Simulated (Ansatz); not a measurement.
Pd (model structure, started from the diamond type, Fd-3m, No. 227, 2 atoms in the cell), treated with LDA (Ansatz, a program for electronic structure, plane waves, PAW).

Numerical settings: plane-wave cutoff 520 eV, 18×18×18 k mesh, Fermi–Dirac smearing 0.05 eV, scalar-relativistic PAW data made under PBE.

Cell (relaxed at this level):

Pd has the cubic space group Fd-3m, origin choice 1 (No. 227), the diamond structure, Pearson symbol cF8. Lattice parameters: a = b = c = 5.614 Å, α = β = γ = 90.00°. Pd on 8b sees 4 Pd at 2.431 Å (tetrahedral). (Neighbours: up to the widest gap in distance over summed covalent radii, below 1.35, at either atom.)
(The calculation used a cell of 2 atoms; values per cell refer to that cell.)

Predict the bulk modulus B0.


- bulk modulus B0 = 96.4 GPa

The run finds no gap.

Note: the bulk modulus is −V dP/dV from two relaxed cells at ±2 % in volume; the relaxation could raise the start's symmetry but not lower it, so the cell can be a saddle point.

Computed values are for the static lattice.

It cost very roughly 50 core-seconds of CPU time.

A model structure was made by putting elements into a prototype or built by hand; it is no filed structure, need not be a known phase, and can be a saddle point held by its symmetry.
